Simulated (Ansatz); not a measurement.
**Effect of pressure 0.3 GPa on ZrSe2**

Consider ZrSe2 in the CdI2 type structure (space group P-3m1, No. 164; a = 3.662 Å, c = 5.842 Å; layered, stacked along the Cartesian z axis).

Now apply this change: cell and atoms relaxed at a pressure of 0.3 GPa.

Computed with plane-wave PAW DFT at the PBEsol-D3(BJ) level (Ansatz, an electronic-structure program, 420 eV), scalar-relativistic without spin-orbit coupling. Settings: 15×15×8 k-points, 0.05 eV Fermi–Dirac smearing.

| quantity | base | changed | shift |
|---|---|---|---|
| volume per atom | 22.61 Å³ | 22.47 Å³ | -0.146 Å³ |
| density | 6.10 g/cm³ | 6.14 g/cm³ | +0.04 g/cm³ |
| lattice parameter a | 3.662 Å | 3.655 Å | -0.007 Å |
| c/a ratio | 1.595 | 1.594 | -0.0016 |
| shortest interatomic distance | 2.655 Å | 2.653 Å | -0.002 Å |
| enthalpy H = E + PV relative to the base's energy | – | +0.04 eV/atom | – |
| band gap | zero | zero | – |

Load acts through the strain it causes; cell and atoms are relaxed under it. No phonon test of stability was made. The final runs are not spin-polarised. A zero or small gap of ZrSe2 can be the functional's error rather than a property of the material.
